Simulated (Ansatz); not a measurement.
The reference is InAs in the zinc blende structure (space group F-43m, No. 216; a = 6.1863 Å).

Levels (all Ansatz, a quantum-chemistry and plane-wave program, PAW): PBE (420 eV, without spin-orbit coupling); r2SCAN (500 eV, no SOC).

The geometry is relaxed with PBE.

```
Item            Value
------------  -------
PBE pressure  0.0 GPa
```

Question: How does going to r2SCAN change the pressure?

Answer: The pressure goes from zero to -2.0 GPa.

Single points use the geometry relaxed with PBE. Their cutoffs differ, which shifts pressures a little. No phonon test of stability was made. The final runs are not spin-polarised.
